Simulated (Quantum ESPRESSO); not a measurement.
Worked example: self-consistent single point of Si3Au10 (I-43m, 26 atoms in the cell) in Quantum ESPRESSO.

Level of theory: PBEsol, GBRV 1.5 ultrasoft (PBESOL) pseudopotentials (plane waves; Quantum ESPRESSO).

```
Si3Au10
1.0
   -4.98932     4.98932     4.98932
    4.98932    -4.98932     4.98932
    4.98932     4.98932    -4.98932
Si Au
6 20
Direct
  0.69738   0.69738   0.00000
  0.30262   0.30262   0.00000
  0.00000   0.69738   0.69738
  0.00000   0.30262   0.30262
  0.69738   0.00000   0.69738
  0.30262   0.00000   0.30262
  0.60540   0.29344   0.60540
  0.70656   0.31196   0.31196
  0.68804   0.00000   0.39460
  0.00000   0.39460   0.68804
  0.39460   0.00000   0.68804
  0.29344   0.60540   0.60540
  0.31196   0.70656   0.31196
  0.00000   0.68804   0.39460
  0.60540   0.60540   0.29344
  0.39460   0.68804   0.00000
  0.68804   0.39460   0.00000
  0.31196   0.31196   0.70656
  0.69288   0.69288   0.69288
  0.30712   0.00000   0.00000
  0.00000   0.00000   0.30712
  0.00000   0.30712   0.00000
  0.32236   0.32236   0.32236
  0.67764   0.00000   0.00000
  0.00000   0.00000   0.67764
  0.00000   0.67764   0.00000
```

Reference input (self-consistent single point, DFT, PBEsol, plane waves, GBRV 1.5 ultrasoft (PBESOL) pseudopotentials): ecutwfc = 40 Ry; ecutrho = 320 Ry; occupations = smearing; smearing = cold; degauss = 0.0073499 Ry; potentials = {Si: si_pbesol_v1.uspp.F.UPF, Au: au_pbesol_v1.uspp.F.UPF}; K_POINTS = automatic 3 3 3 0 0 0; conv_thr = 1e-10 Ry; mixing_beta = 0.7. This run's input differs from it in these lines:

```diff
@@ -16,3 +16,3 @@
    smearing = 'cold',
-   degauss = 0.0073499,
+   degauss = 0.011025,
 /
```

Output, abridged:

```
     Self-consistent Calculation

     iteration #  1     ecut=    40.00 Ry     beta= 0.70

     total energy              =   -2350.90300724 Ry
     estimated scf accuracy    <       2.45774217 Ry

     iteration #  2     ecut=    40.00 Ry     beta= 0.70

     total energy              =   -2351.57147066 Ry
     estimated scf accuracy    <       3.06799290 Ry

     iteration #  3     ecut=    40.00 Ry     beta= 0.70

     total energy              =   -2352.11074542 Ry
     estimated scf accuracy    <       0.07467651 Ry

   [... 8 blocks of this kind left out ...]

     iteration # 12     ecut=    40.00 Ry     beta= 0.70

     total energy              =   -2352.14579578 Ry
     estimated scf accuracy    <          6.5E-10 Ry

     iteration # 13     ecut=    40.00 Ry     beta= 0.70
     End of self-consistent calculation

   [... 16 lines left out ...]

   [... 16 lines left out ...]

     the Fermi energy is    11.9212 ev

!    total energy              =   -2352.14579578 Ry
     estimated scf accuracy    <          8.8E-11 Ry
     smearing contrib. (-TS)   =      -0.00086745 Ry
     internal energy E=F+TS    =   -2352.14492833 Ry

     convergence has been achieved in  13 iterations

     Forces acting on atoms (cartesian axes, Ry/au):

     atom    1 type  1   force =     0.00000000    0.00000000    0.00724471
     atom    2 type  1   force =     0.00000000    0.00000000   -0.00724471
     atom    3 type  1   force =     0.00724471    0.00000000    0.00000000
     atom    4 type  1   force =    -0.00724471   -0.00000000    0.00000000
   [... lines left out ...]

     Total force =     0.035048     Total SCF correction =     0.000024

          total   stress  (Ry/bohr**3)                   (kbar)     P=     -129.73
  -0.00088191  -0.00000000  -0.00000000         -129.73       -0.00       -0.00
  -0.00000000  -0.00088191  -0.00000000           -0.00     -129.73       -0.00
  -0.00000000  -0.00000000  -0.00088191           -0.00       -0.00     -129.73

   JOB DONE.
```

The run converged in 13 iterations. Against the reference run the free energy hardly moves (within 1 meV/atom), the pressure moves little (-12.93 to -12.97 GPa) and the largest force goes from 0.212 to 0.222 eV/Å.

The starting cell comes from a database of computed structures (which also holds hypothetical and non-ambient phases and stackings), without a prior relaxation at this level. Its lattice was rescaled by a random factor within 2.5 % of one. With a pressure of about -13 GPa the cell is away from its equilibrium volume at this level.

Cost on one core of a shared machine: roughly 8 min.
